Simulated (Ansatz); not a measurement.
Input and output of a self-consistent single point for BaSn3Au (I4mm, 5 atoms in the cell) (Ansatz, a program for electronic structure).

Method of the run: r2SCAN-D4, default PAW files made with PBE (plane waves; Ansatz).

```xyz
5
Lattice="-2.5384 2.5384 5.6437 2.5384 -2.5384 5.6437 2.5384 2.5384 -5.6437" Properties=species:S:1:pos:R:3 pbc="T T T"
Ba     0.0000     0.0000     0.0000
Au     0.0000     0.0000     4.0418
Sn     0.0000     0.0000     6.7768
Sn     2.5384     0.0000     2.8186
Sn     0.0000     2.5384     2.8186
```

Reference input (self-consistent single point, DFT, r2SCAN, plane waves, default PAW files made with PBE): kpoints.mp_grid.grid = 6 6 6; hamiltonian.xc = r2scan; hamiltonian.pseudopotentials = {kind: paw} (the program's default PAW files); scf.occupations.method = gaussian; scf.occupations.width = 0.0073 Ry. This run's input differs from it in these lines:

```diff
@@ -15,2 +15,3 @@
   xc: r2scan
+  dispersion: d4
   pseudopotentials: { kind: paw }
```

Output (repeated stretches shortened):

```
SCF iter   1: F=—  HF=-37247.189345 eV  |F-HF|=—  |Δ(HF+E_count)|=         —  Δρ=7.25e-3  dr2=1.32e-1  dr2_τ=1.69e-2  ethr=1.77e-3  ⟨swp⟩=9.2  Hψ=6017  notcnv=0
all-band conjugate gradients solve this SCF's bands
preconditioner: auto → Kerker (q_TF=auto, 2.421 Å⁻¹)
SCF iter   2: F=—  HF=-37247.246843 eV  |F-HF|=—  |Δ(HF+E_count)|=   5.75e-2  Δρ=3.59e-3  dr2=4.10e-2  dr2_τ=2.18e-3  ethr=1.86e-4  ⟨swp⟩=2.1  Hψ=1979  notcnv=0  defer=61
   [... lines left out ...]
SCF iter   7: F=—  HF=-37247.238842 eV  |F-HF|=—  |Δ(HF+E_count)|=   2.42e-6  Δρ=1.71e-5  dr2=9.99e-7  dr2_τ=1.90e-8  ethr=5.74e-9  ⟨swp⟩=2.0  Hψ=2229  notcnv=0  defer=61
SCF iter   8: F=—  HF=-37247.238843 eV  |F-HF|=—  |Δ(HF+E_count)|=   1.99e-7  Δρ=5.17e-6  dr2=1.04e-7  dr2_τ=5.47e-9  ethr=1.41e-9  ⟨swp⟩=2.0  Hψ=1811  notcnv=0  defer=61
SCF iter   9: F=-37247.238843 eV  HF=-37247.238843 eV  |F-HF|=5.29e-9  |Δ(HF+E_count)|=   1.41e-9  Δρ=2.01e-6  dr2=1.45e-8  dr2_τ=2.46e-10  ethr=1.41e-10  ⟨swp⟩=11.9  Hψ=6822  notcnv=0
SCF 1 converged in 9 iterations: F = -37247.238843 eV  dr2 = 1.45e-8
Free energy (F): -37247.238843 eV
Internal energy: -37247.229780 eV  (E = F + TS)
E sigma→0 (E₀):  -37247.234311 eV
Entropy (-TS):   -0.009062 eV (-1.812 meV/atom)
Fermi energy:    11.236159 eV
--- Forces (eV/Å), atoms counted from 1 ---
  atom   1  Ba    -0.00000000     0.00000000     0.04671281
  atom   2  Au    -0.00000000    -0.00000000    -0.03611944
  atom   3  Sn     0.00000000    -0.00000000     0.08771739
  atom   4  Sn    -0.00000000    -0.00000000    -0.04918878
  atom   5  Sn     0.00000000     0.00000000    -0.04918878
--- Stress (GPa, compression-positive) ---
       -1.363381       0.000000      -0.000000
        0.000000      -1.363381      -0.000000
       -0.000000      -0.000000      -1.738926
  P = ⅓ Tr σ = -1.4886 GPa (-14.886 kbar)
  The stress holds the Pulay correction. Without it, at fixed plane waves, as pw.x and ABINIT print it: P = -1.5009 GPa
```

The run converged in 9 iterations. Against the reference run the pressure goes from -0.84 to -1.49 GPa and the largest force moves little (0.089 to 0.088 eV/Å).

The starting cell comes from a database of published, mostly measured structures (it also holds non-ambient and calculated ones), without a prior relaxation at this level. Its lattice was rescaled by a random factor within 2.5 % of one. Ansatz's pressure includes its estimate of the finite-basis (Pulay) stress.

Cost on one core of a shared machine: roughly 40 s.

Keys are those of Ansatz 0.2.
